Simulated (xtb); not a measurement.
xtb 6.7.1, GFN2-xTB: C[SiH](C)O[SiH2]O[SiH3], 19 atoms. The geometry is a generated start, not checked to be a minimum at this level.

| Property | Result |
|---|---|
| method | GFN2-xTB |
| --acc | 1 (default) |
| --etemp (K) | 300 (default) |
| detailed input (--input) | none: ANC optimiser, Lindh (1995) Hessian, microcycle=20, maxdispl=1.0, hlow=0.01 (default) |
| basis functions | 58 |
| valence electrons | 44 |

```xyz
19

Si     3.7586    -0.7893    -0.3535
O      2.3926    -0.0302     0.0601
Si     1.3316     1.0843     0.5457
O     -0.1090     0.3686     0.5784
Si    -1.7320     0.2189     0.5319
C     -2.3891     1.1863    -0.9653
C     -2.1411    -1.6319     0.4112
H      4.6181    -0.8418     0.8295
H      4.3940    -0.0179    -1.4230
H      3.3425    -2.1173    -0.8000
H      1.3218     2.1557    -0.4441
H      1.6733     1.4838     1.9045
H     -2.2170     0.8036     1.7902
H     -2.0140     2.2067    -0.9574
H     -3.4736     1.2341    -0.9696
H     -2.0764     0.7331    -1.9027
H     -1.8027    -2.0582    -0.5297
H     -1.6661    -2.1907     1.2118
H     -3.2116    -1.7978     0.4818
```

The structure is relaxed from this start with --opt LEVEL for the levels crude, sloppy, loose, lax, normal, tight, vtight, extreme, once each. Up to the end of the extreme run atoms move by at most 2.2 Å along an axis.

Q: Which level is enough to come within 1 meV of the tightest end point?

A: tight: 105 cycles against 122, ending 0.12 meV above.

```tsv
level	cycles	energy above the extreme run (meV)	gradient norm (eV/Å)
crude	1	100	0.12
sloppy	1	100	0.12
loose	1	100	0.12
lax	1	100	0.12
normal	69	11	0.028
tight	105	0.12	0.010
vtight	122	under 0.01	0.0021
extreme	122	—	0.0021
```
